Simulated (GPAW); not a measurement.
A self-consistent single point of LiMg (P1, 4 atoms in the cell) with GPAW.

Level of theory: PBEsol, GPAW PAW datasets PBEsol (made by gpaw-setup) (plane waves; GPAW 25.7.0).

The change in words: lattice scaled by 0.98. Reference geometry:
```yaml
crystal:
  lattice:
    - [5.69707, -1.54409, 0.00000]
    - [5.69707, 1.54409, 0.00000]
    - [-2.44633, 0.00000, 4.76380]
  atoms:
    - { symbol: Li, position: [0.38775, 0.35468, 0.71732] }
    - { symbol: Li, position: [0.60372, 0.63891, 0.28972] }
    - { symbol: Mg, position: [0.13178, 0.12768, 0.79860] }
    - { symbol: Mg, position: [0.87675, 0.87872, 0.19436] }
```

Reference input (self-consistent single point, DFT PBEsol, plane waves, GPAW PAW datasets PBEsol (made by gpaw-setup)): mode = pw; ecut = 850 eV; xc = PBEsol; kpts = 7 7 4; mesh shift (steps) = 0 0 0; occupations.name = fermi-dirac; occupations.width = 0.136 eV; nbands = -8; symmetry.symmorphic = false; symmetry.tolerance = 0.0005; maxiter = 120. This run's input differs from it in these lines:

```diff
@@ -5,5 +5,5 @@
 atoms = Atoms(['Li', 'Li', 'Mg', 'Mg'],
-              cell=[[5.697075, -1.544090, 0.000000],
-                    [5.697075, 1.544090, 0.000000],
-                    [-2.446326, 0.000000, 4.763797]],
+              cell=[[5.583134, -1.513208, 0.000000],
+                    [5.583134, 1.513208, 0.000000],
+                    [-2.397399, 0.000000, 4.668521]],
               scaled_positions=[[0.387753, 0.354685, 0.717320],
```

Output (repeated stretches shortened):

```
     iter     time        total  log10-change:
                         energy   eigst   dens
iter:   1 --:--:--    -7.886698
iter:   2 --:--:--    -7.863744   -0.40  -1.30
iter:   3 --:--:--    -7.650067   -0.88  -1.34
iter:   4 --:--:--    -7.653225   -1.61  -1.72
iter:   5 --:--:--    -7.650013c  -2.04  -1.76
iter:   6 --:--:--    -7.648923c  -2.72  -2.27
iter:   7 --:--:--    -7.648443c  -3.90  -2.56
iter:   8 --:--:--    -7.647541c  -4.55  -2.68
iter:   9 --:--:--    -7.647390c  -5.25  -3.12
iter:  10 --:--:--    -7.647358c  -5.54  -3.43
iter:  11 --:--:--    -7.647359c  -6.73  -3.94
iter:  12 --:--:--    -7.647360c  -6.74  -3.97
iter:  13 --:--:--    -7.647360c  -7.26  -4.22c
iter:  14 --:--:--    -7.647358c  -7.44c -4.28c
Converged after 14 iterations.

Dipole moment: (-0.037583, 0.000720, -0.062243) |e|*Ang

Energy contributions relative to reference atoms: (reference = -11277.442409)

Kinetic:         +4.465148
Potential:       -0.483649
External:        +0.000000
XC:             -11.483778
Entropy (-ST):   -0.124367
Local:           -0.082895
SIC:             +0.000000
--------------------------
Free energy:     -7.709542
Extrapolated:    -7.647358

Showing only first 2 kpts
 Kpt  Band  Eigenvalues  Occupancy
  0     9      1.25062    1.99922
  0    10      2.05768    1.74251
  0    11      2.16814    1.50049
  0    12      2.44033    0.57749

  1     9     -0.25267    2.00000
  1    10      1.35821    1.99828
  1    11      1.61783    1.98843
  1    12      4.06099    0.00001

Fermi level: 2.31773

No gap
No difference between direct/indirect transitions
Energy (eV): -7.647358

Forces in eV/Ang:
  0 Li    0.24392    0.05114   -0.24469
  1 Li    0.12460   -0.06661    0.03201
  2 Mg   -0.31165    0.04426   -0.10249
  3 Mg   -0.05618   -0.02877    0.31464

Stress tensor:
    -0.008257     0.001393    -0.001262
     0.001393    -0.018427    -0.000740
    -0.001262    -0.000740    -0.006973
Stress (GPa, Voigt): [-1.3229 -2.9524 -1.1173 -0.1185 -0.2021  0.2231]
```

The run converged in 14 iterations. GPAW prints stress with tension positive. Against the reference run the free energy rises by 7.0 meV/atom, the pressure goes from 0.10 to 1.80 GPa and the largest force goes from 0.304 to 0.349 eV/Å.

The starting cell comes from a database of computed structures (which also holds hypothetical and non-ambient phases and stackings), without a prior relaxation at this level. Its atoms were displaced at random from the sites of space group no. 12. For this run, on top of that: lattice scaled by 0.98.

Cost on one core of a shared machine: roughly 4 min.
